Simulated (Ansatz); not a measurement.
**Several settings converged on In (I4/mmm, 1 atom in the cell)**

```
CELL_PARAMETERS angstrom
     -1.62987     1.62987     2.48243
      1.62987    -1.62987     2.48243
      1.62987     1.62987    -2.48243
ATOMIC_POSITIONS crystal
  In 0.00000 0.00000 0.00000
```

Base method: PBE (plane waves, PAW; Ansatz, a program for electronic structure).

Base settings: basis.ecutwfc = 420 eV; kpoints.mp_grid.grid = 14 14 14; hamiltonian.xc = pbe; hamiltonian.pseudopotentials = {kind: paw} (the program's default PAW files); scf.occupations.method = fermi_dirac; scf.occupations.width = 0.1 eV.

The count of work is k-points × plane waves × bands × iterations; it is no time. 

**The cutoff for other potential files**

Level: DFT, PBE, plane waves, harder PAW files (source: ansatz).

In this ladder: hamiltonian.pseudopotentials = {kind: paw, source: ansatz}.

The second cell is the first with its lattice scaled by 0.98.

The mesh stays at the base's, so the ladder's end is converged at best in this setting alone.

The first pressure column holds Ansatz's estimate of the finite-basis (Pulay) stress, which hides part of the cutoff error; the other is without it.

Only quantities that move along the ladder and can be compared are tabulated.

| basis.ecutwfc | free energy less the last step's (meV/atom) | energy of the compressed cell less the first (meV/atom) | pressure (GPa) | pressure without the Pulay estimate (GPa) | count of work / last |
|---|---|---|---|---|---|
| 320 eV | 15717.12 | 43.03 | 2.38 | -458.55 | 0.12 |
| 390 eV | 3122.91 | 29.66 | 1.16 | -116.15 | 0.14 |
| 495 eV | 209.43 | 29.00 | 1.58 | -10.28 | 0.20 |
| 605 eV | 5.67 | 29.70 | 1.61 | 1.08 | 0.28 |
| 710 eV | 0.40 | 29.72 | 1.61 | 1.61 | 0.36 |
| 850 eV | 0.26 | 29.71 | 1.61 | 1.61 | 0.47 |
| 1065 eV | 0.10 | 29.71 | 1.61 | 1.61 | 0.64 |
| 1420 eV | 0.00 | 29.71 | 1.61 | 1.61 | 1.0 |

Coarsest basis.ecutwfc that holds the pressure without the Pulay estimate within 0.1 GPa of the last step, with all finer ones: 710 eV, at 0.36 of the last step's count of work; the step before is off by 0.53 GPa.

Coarsest basis.ecutwfc that holds the free energy within 2 meV/atom of the last step, with all finer ones: 710 eV, at 0.36 of the last step's count of work; the step before is off by 5.7 meV/atom.

Coarsest basis.ecutwfc that holds the pressure within 0.1 GPa of the last step, with all finer ones: 495 eV, at 0.20 of the last step's count of work; the step before is off by 0.46 GPa.

The energy difference between the two cells stays within 1 meV/atom of the last step's from 390 eV on, the total only from 710 eV on: much of the error is common to both cells and cancels.

At the lowest cutoff the pressure without the Pulay estimate lies 460 GPa under the last step's, the usual sign of Pulay stress in an incomplete plane-wave basis.

**The cutoff for other potential files**

Level: DFT, PBE, plane waves, norm-conserving files (source: ansatz).

In this ladder: hamiltonian.pseudopotentials = {kind: nc, source: ansatz}.

The second cell is the first with its lattice scaled by 0.98.

The mesh stays at the base's, so the ladder's end is converged at best in this setting alone.

The first pressure column holds Ansatz's estimate of the finite-basis (Pulay) stress, which hides part of the cutoff error; the other is without it.

Only quantities that move along the ladder and can be compared are tabulated.

```csv
basis.ecutwfc,free energy less the last step's (meV/atom),energy of the compressed cell less the first (meV/atom),pressure (GPa),pressure without the Pulay estimate (GPa),count of work / last
430 eV,25436.09,7.45,1.63,-516.08,0.13
525 eV,7508.43,22.86,0.37,-223.35,0.14
665 eV,764.98,30.65,1.54,-37.42,0.20
810 eV,27.14,29.60,1.59,-0.93,0.28
950 eV,0.91,29.50,1.59,1.58,0.36
1145 eV,0.46,29.49,1.59,1.58,0.46
1430 eV,0.19,29.49,1.59,1.58,0.65
1905 eV,0.00,29.49,1.59,1.59,1.0
```

Coarsest basis.ecutwfc that holds the pressure without the Pulay estimate within 0.2 GPa of the last step, with all finer ones: 950 eV, at 0.36 of the last step's count of work; the step before is off by 2.5 GPa.

Coarsest basis.ecutwfc that holds the pressure within 0.2 GPa of the last step, with all finer ones: 665 eV, at 0.20 of the last step's count of work; the step before is off by 1.2 GPa.

Coarsest basis.ecutwfc that holds the free energy within 1 meV/atom of the last step, with all finer ones: 950 eV, at 0.36 of the last step's count of work; the step before is off by 27 meV/atom.

The energy difference between the two cells stays within 1 meV/atom of the last step's from 810 eV on, the total only from 950 eV on: much of the error is common to both cells and cancels.

At the lowest cutoff the pressure without the Pulay estimate lies 518 GPa under the last step's, the usual sign of Pulay stress in an incomplete plane-wave basis.

**The relaxed cell against the cutoff**

In this ladder: relax = cell and atoms.

The mesh stays at the base's, so the ladder's end is converged at best in this setting alone.

Only quantities that move along the ladder and can be compared are tabulated.

```tsv
basis.ecutwfc	relaxed volume (Å³/atom)	relaxation steps
250 eV	26.854	54
295 eV	27.572	16
355 eV	27.458	6
420 eV	27.458	4
505 eV	27.450	4
630 eV	27.452	4
840 eV	27.452	4
```

Coarsest basis.ecutwfc that holds the relaxed volume within 0.055 Å³/atom of the last step, with all finer ones: 355 eV; the step before is off by 0.12 Å³/atom.

At the lowest cutoff the cell relaxes to a volume 2.2 % smaller than at the highest. Ansatz relaxes on a stress corrected for the finite basis.

On the base run: the starting cell has typed, rounded lattice constants, without a prior relaxation at this level. Its lattice was rescaled by up to half a per cent.

Left out of this page: 1 run of the series failed or unconverged.

Keys are those of Ansatz 0.2.
